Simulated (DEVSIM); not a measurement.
Device: abrupt GaSb p-n junction, at 300 K.

```
layer (left to right)  material  thickness (μm)  Nd (cm⁻³)  Na (cm⁻³)  τn (s)  τp (s)
---------------------  --------  --------------  ---------  ---------  ------  ------
1                          GaSb           0.940          -     2.3e15  8.9e-8  8.9e-8
2                          GaSb           0.420     5.6e15          -  8.9e-8  2.7e-9
```

Left contact: ohmic. Right contact: ohmic. Voltage is applied to the left contact. Recombination: SRH at mid-gap, Auger. Mobility is constant in doping.

The device is made up for the run: typed textbook-type constants, with dimensions and the other settings drawn at random. Values at 300 K.

```csv
parameter,GaSb
gap (eV),0.726
affinity (eV),4.06
permittivity,15.7
Nc (cm⁻³),2.1e17
Nv (cm⁻³),1.8e19
μn (cm²/Vs),5000
μp (cm²/Vs),850
Cn (cm⁶/s),5e-30
Cp (cm⁶/s),5e-30
```

Model (solved in DEVSIM): 1D drift-diffusion, Boltzmann statistics, complete ionisation; no tunnelling, impact ionisation, image-force lowering or self-heating.

Tabulate band edges, carrier densities and field at zero bias.

Energies count from the Fermi level of the right contact; mesh points crowd at the junctions.

```
x (μm)   Ec (eV)  Ev (eV)  n (cm⁻³)  p (cm⁻³)  field (V/cm)
-------  -------  -------  --------  --------  ------------
0.000      0.494   -0.232     1.0e9    2.3e15           -20
0.01498    0.494   -0.232     1.0e9    2.3e15           -21
0.03881    0.494   -0.232     1.0e9    2.3e15           -22
0.07672    0.494   -0.232     1.1e9    2.3e15           -27
0.1642     0.494   -0.232     1.1e9    2.3e15           -55
0.2762     0.493   -0.233     1.1e9    2.2e15          -160
0.4544     0.485   -0.241     1.5e9    1.6e15          -900
0.6881     0.426   -0.300    1.5e10    1.6e14         -4900
0.7911     0.362   -0.364    1.7e11    1.4e13         -7500
0.8558     0.308   -0.418    1.4e12    1.7e12         -9200
0.8965     0.268   -0.458    6.6e12    3.6e11        -10000
0.9283     0.234   -0.492    2.5e13    9.7e10        -11000
0.9420     0.218   -0.508    4.5e13    5.3e10        -11000
0.9579     0.201   -0.525    8.8e13    2.7e10        -10000
0.9931     0.169   -0.557    3.1e14     7.9e9         -8100
1.037      0.139   -0.587    9.6e14     2.5e9         -5600
1.104      0.112   -0.614    2.7e15     8.9e8         -2600
1.189      0.099   -0.627    4.6e15     5.3e8          -810
1.276      0.095   -0.631    5.3e15     4.5e8          -230
1.315      0.094   -0.632    5.5e15     4.4e8          -150
1.340      0.094   -0.632    5.6e15     4.3e8          -120
1.360      0.094   -0.632    5.6e15     4.3e8          -120
```
